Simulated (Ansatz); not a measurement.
We consider PrCu₂ (Imma, No. 74; cell taken from a computed entry), described by r²SCAN (PAW; Ansatz, a program for electronic structure).

Settings: plane-wave cutoff 500 eV, 16×16×16 k mesh, Fermi–Dirac smearing 0.1 eV, spin-polarised start, scalar-relativistic PAW data made under PBE.

Computed at the level's own relaxed cell.

Task: What does this level give for the volume per atom?

Result: 
volume per atom: 19.08 Å³/atom

Note: the magnetic order was assumed, not searched for or taken from measurement; the relaxation could not lower the start's symmetry, so the cell can be a saddle point above a distorted one; the 4f shell is treated without U or exact exchange, so its levels and filling can be wrong.

Spin–orbit coupling is not included.

Computed values are for the static lattice.
